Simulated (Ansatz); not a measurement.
Results of r²SCAN (plane waves, PAW; Ansatz, an electronic-structure program) for B20 (FeSi-type) CoSi.

Run with plane-wave cutoff 560 eV, 12×12×12 k mesh, Fermi–Dirac smearing 0.05 eV, no spin polarisation, scalar-relativistic PAW data made under PBE.

Equation-of-state points:

```tsv
V (Å³/atom)	E − E_lowest (meV/atom)	P (GPa)
10.105	13.94	11.03
10.315	3.35	5.20
10.526	0.00	0.00
10.736	3.11	-4.63
10.947	11.95	-8.75
```

Problem. Estimate the bulk modulus and its pressure derivative from these points.

Solution. V0 = 10.526 Å³/atom, B0 = 245 GPa, B′ = 4.8 (fit to the energies at full precision).

Shape and atoms are relaxed at each volume.

Measured, for comparison: bulk modulus 207 GPa (temperature not stated, not corrected to a static lattice; as tabulated in Electronic Structure of B20 (FeSi-Type) Transition-Metal Monosilicides …); equilibrium volume per atom 10.97 Å³/atom (temperature not stated, not corrected to a static lattice; as tabulated in Wikipedia's data pages). Computed less measured: bulk modulus +18 %, equilibrium volume per atom -4.0 %.

Computed values are for the static lattice.

Cost on a shared machine: very roughly 50 core-minutes.
